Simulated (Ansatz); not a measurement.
**Report: zincblende AlP (F-43m), hydrostatic pressure**

Cell and atoms are relaxed with PBEsol to each stress (compression positive); bands and masses by PBEsol with spin-orbit coupling, rigid bands (plane waves, PAW; Ansatz, an electronic-structure program).

```
AlP
1.0
    0.00000     2.73533     2.73533
    2.73533     0.00000     2.73533
    2.73533     2.73533     0.00000
Al P
1 1
Direct
  0.00000   0.00000   0.00000
  0.75000   0.75000   0.75000
```

| stress (GPa) | ln(V/V₀) (%) | gap (eV) | mean mₑ* |
|---|---|---|---|
| -2.00 | 2.41 | 1.480 | 0.34 |
| 0 | 0 | 1.433 | 0.33 |
| 2.00 | -2.20 | 1.391 | 0.33 |
| 5.00 | -5.18 | 1.328 | 0.32 |
| 10.00 | -9.49 | 1.233 | 0.31 |

 Masses are conductivity masses at 300 K in electron masses, harmonic means over x, y and z.

Task: Estimate the bulk modulus from the two loads next to zero.

Result: B ≈ −Δp/Δln V = 4.00 GPa/4.61 % = 87 GPa (PBEsol), a mean over this interval.

Task: How fast does the gap move on either side of zero load?

Result: Under tension, (1.480 − 1.433) eV over -2.00 GPa = -23 meV/GPa, or about 2.0 eV per unit ln V; under compression, (1.391 − 1.433) eV over 2.00 GPa = -21 meV/GPa, or about 1.9 eV per unit ln V. The two slopes part by 2 meV/GPa; gaps are resolved to about 0.01 eV, which allows 10 meV/GPa, so these rows don't tell them apart.

Masses are those of dilute carriers in rigid bands with one relaxation time, without polarons. Third decimals of gaps are kept for the arithmetic. Every relaxation keeps the zincblende phase (space group F-43m under this load), so a transition, a distortion that breaks the symmetry or fracture can't show.
